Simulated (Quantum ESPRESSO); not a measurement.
# Parameter sweep on Zr₂InN (P6_3/mmc, 8 atoms in the cell)

```yaml
crystal:
  lattice:
    - [3.29021, 0.00000, 0.00000]
    - [-1.64511, 2.84940, 0.00000]
    - [0.00000, 0.00000, 14.93118]
  atoms:
    - { symbol: Zr, position: [0.66667, 0.33333, 0.91616] }
    - { symbol: Zr, position: [0.33333, 0.66667, 0.08384] }
    - { symbol: Zr, position: [0.33333, 0.66667, 0.41616] }
    - { symbol: Zr, position: [0.66667, 0.33333, 0.58384] }
    - { symbol: In, position: [0.66667, 0.33333, 0.25000] }
    - { symbol: In, position: [0.33333, 0.66667, 0.75000] }
    - { symbol: N, position: [0.00000, 0.00000, 0.00000] }
    - { symbol: N, position: [0.00000, 0.00000, 0.50000] }
```

Base run A: PBEsol, GBRV 1.5 ultrasoft (PBESOL) pseudopotentials in Quantum ESPRESSO 7.5, self-consistent single point.

Its settings: ecutwfc = 40 Ry; ecutrho = 320 Ry; occupations = smearing; smearing = methfessel-paxton; degauss = 0.0036749 Ry; potentials = {Zr: zr_pbesol_v1.uspp.F.UPF, In: in_pbesol_v1.4.uspp.F.UPF, N: n_pbesol_v1.2.uspp.F.UPF}; K_POINTS = automatic 6 6 2 0 0 0; conv_thr = 1e-11 Ry; mixing_beta = 0.4.

The starting cell comes from a database of computed structures (which also holds hypothetical and non-ambient phases and stackings), without a prior relaxation at this level. In the base run, with a pressure of about -5 GPa the cell is away from its equilibrium volume at this level.

Run A gave: pressure (GPa) -4.70; largest force (eV/Å) 0.330.

Runs:
- B: pseudopotentials: {Zr: zr_pbesol_v1.uspp.F.UPF, In: in_pbesol_v1.4.uspp.F.UPF, N: n_pbesol_v1.2.uspp.F.UPF} → {Zr: zr_lda_v1.uspp.F.UPF, In: in_lda_v1.4.uspp.F.UPF, N: n_lda_v1.2.uspp.F.UPF} [LDA (PZ)]
- C: pseudopotentials: {Zr: zr_pbesol_v1.uspp.F.UPF, In: in_pbesol_v1.4.uspp.F.UPF, N: n_pbesol_v1.2.uspp.F.UPF} → {Zr: zr_pbe_v1.uspp.F.UPF, In: in_pbe_v1.4.uspp.F.UPF, N: n_pbe_v1.2.uspp.F.UPF}; input_dft: default → blyp [BLYP]
- D: pseudopotentials: {Zr: zr_pbesol_v1.uspp.F.UPF, In: in_pbesol_v1.4.uspp.F.UPF, N: n_pbesol_v1.2.uspp.F.UPF} → {Zr: zr_pbe_v1.uspp.F.UPF, In: in_pbe_v1.4.uspp.F.UPF, N: n_pbe_v1.2.uspp.F.UPF}; input_dft: default → wc [Wu-Cohen GGA]
- E: pseudopotentials: {Zr: zr_pbesol_v1.uspp.F.UPF, In: in_pbesol_v1.4.uspp.F.UPF, N: n_pbesol_v1.2.uspp.F.UPF} → {Zr: zr_pbe_v1.uspp.F.UPF, In: in_pbe_v1.4.uspp.F.UPF, N: n_pbe_v1.2.uspp.F.UPF}; input_dft: default → vdw-df2 [vdW-DF2]
- F: pseudopotentials: {Zr: zr_pbesol_v1.uspp.F.UPF, In: in_pbesol_v1.4.uspp.F.UPF, N: n_pbesol_v1.2.uspp.F.UPF} → {Zr: zr_pbe_v1.uspp.F.UPF, In: in_pbe_v1.4.uspp.F.UPF, N: n_pbe_v1.2.uspp.F.UPF}; input_dft: default → vdw-df-cx [vdW-DF-cx]
- G: pseudopotentials: {Zr: zr_pbesol_v1.uspp.F.UPF, In: in_pbesol_v1.4.uspp.F.UPF, N: n_pbesol_v1.2.uspp.F.UPF} → {Zr: zr_pbe_v1.uspp.F.UPF, In: in_pbe_v1.4.uspp.F.UPF, N: n_pbe_v1.2.uspp.F.UPF}; input_dft: default → rvv10 [rVV10]

### Question
What does run D change against A?

### Answer
The pressure goes from -4.70 to -3.88 GPa and the largest force goes from 0.330 to 0.245 eV/Å.

### Question
What does run C change against A?

### Answer
The pressure goes from -4.70 to 6.15 GPa and the largest force goes from 0.330 to 0.210 eV/Å.

```
run  pressure (GPa)  largest force (eV/Å)
---  --------------  --------------------
A             -4.70                 0.330
B             -8.01                 0.412
C              6.15                 0.210
D             -3.88                 0.245
E              9.36                 0.457
F             -3.78                 0.173
G              3.01                 0.201
```

Left out of this page: 3 runs of the series held back from this collection.
